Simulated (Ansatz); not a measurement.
## AlB2-type HfB2

Calculation: PBEsol in Ansatz (plane waves, PAW).

Numerical settings: plane-wave cutoff 520 eV, 24×24×18 k mesh (along the axes of the cell as run), Fermi–Dirac smearing 0.088 eV (set by the program), scalar-relativistic PAW data made under PBE.

Cell: measured lattice: a = b = 3.1400 Å, c = 3.4800 Å, α = β = 90.00°, γ = 120.00°.

```
Quantity                                          Value
---------------------------------------------  --------
elastic constant C11                            594 GPa
elastic constant C12                           59.3 GPa
elastic constant C13                            114 GPa
elastic constant C33                            440 GPa
elastic constant C44                            260 GPa
elastic constant C66                            267 GPa
Voigt–Reuss–Hill bulk modulus                   244 GPa
Voigt–Reuss–Hill shear modulus (Hill average)   244 GPa
Young modulus                                   548 GPa
Poisson ratio                                     0.125
```

Note: the cell isn't this level's own, so it is under some stress, which shifts stiffness and frequencies.

Elastic constants are with the ions relaxed.

Spin–orbit coupling is not included.

The computed numbers hold no vibrational or temperature effects.

It cost very roughly 40 core-minutes of CPU time.

Ansatz is a first-principles code.
